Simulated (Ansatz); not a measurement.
Ti (model structure, started from the bcc type, Im-3m, No. 229, 1 atom in the cell; like a known high-temperature phase)

These are r²SCAN (PAW; Ansatz, a quantum-chemistry and plane-wave program) values and carry that method's errors.

Run with plane-wave cutoff 560 eV, 24×24×24 k mesh, Fermi–Dirac smearing 0.05 eV, no spin polarisation, scalar-relativistic PAW data made under PBE.

Cell (relaxed at this level):

Ti is taken in the cubic space group Im-3m (No. 229), the bcc (W type) structure, Pearson symbol cI2. Cell: a = 3.253 Å, b = 3.253 Å, c = 3.253 Å, α = 90.00°, β = 90.00°, γ = 90.00°. Ti on 2a has 8 Ti at 2.817 Å and 6 Ti at 3.253 Å. (Neighbours: up to the widest gap in distance over summed covalent radii, below 1.35, at either atom.)
(The calculation used a cell of 1 atom; values per cell refer to that cell.)

```
Quantity             Result
------------  -------------
band gap      zero (no gap)
bulk modulus        111 GPa
```

Note: the bulk modulus is −V dP/dV from two relaxed cells at ±2 % in volume; held by symmetry at 0 K, a high-temperature phase can be a saddle point.

Computed values are for the static lattice.

A model structure was made by putting elements into a prototype or built by hand; here it ended with the formula and space group of a phase in our tables.
